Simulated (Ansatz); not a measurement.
What biaxial strain +0.50 %, plane normal [001], relaxed out of plane does to W

Start from W in the bcc (W type) structure (space group Im-3m, No. 229; a = 3.1688 Å; relaxed with 0.1 eV smearing). Axes: x, y, z lie along the cube axes.

Perturbation: tensile biaxial strain of 0.50 % in the plane normal to [001], as in epitaxy on a mismatched substrate; the out-of-plane cell vector and the atoms relax.

Level of theory: r2SCAN, PAW, 500 eV (Ansatz, a first-principles code; no spin-orbit coupling). Γ-centred 29×29×29 mesh, Fermi–Dirac width 0.1 eV.

```tsv
quantity	base	changed	shift
volume per atom	15.91 Å³	16.01 Å³	+0.10 Å³
energy relative to the base (free energy F)	0 meV/atom	+1.5 meV/atom	+1.5 meV/atom
pressure (mean of the normal stresses, compression positive)	0.0 GPa	-2.0 GPa	-2.0 GPa
band gap	zero	zero	–
out-of-plane strain	–	-0.37 %	–
mean in-plane stress (compression positive)	–	-3.0 GPa	–
```

Final structure (turned so that z lies along the plane normal):

```
W
1.0
    3.18468     0.00000     0.00000
    0.00000     3.18468     0.00000
    1.59234    -1.59234     1.57863
W
1
Direct
  0.00000   0.00000   0.00000
```

Whether these cells are dynamically stable was not tested. The final runs are not spin-polarised.
